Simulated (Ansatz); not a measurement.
BeSe: response to strain

Consider BeSe in the zinc blende structure (space group F-43m, No. 216; a = 5.082 Å).

Strains are applied to the cell and any free atomic positions relax.

Computed with LDA, PAW, 420 eV (Ansatz, a program for electronic structure; no SOC).

Candidates:
(a) isotropic strain +1.50 %
(b) isotropic strain −3.00 %
(c) isotropic strain +2.00 %
(d) isotropic strain +2.50 %
(e) isotropic strain −0.50 %

Base values:

```
Property                         Value
-----------------------------  -------
Width of the top valence band  3.50 eV
```

Order them by width of the top valence band, highest first.

(b) isotropic strain −3.00 % (3.98 eV), (e) isotropic strain −0.50 % (3.58 eV), (a) isotropic strain +1.50 % (3.28 eV), (c) isotropic strain +2.00 % (3.22 eV), (d) isotropic strain +2.50 % (3.15 eV)

The levels and masses belong to the bands next to the band gap. Stability against distortions was not tested.
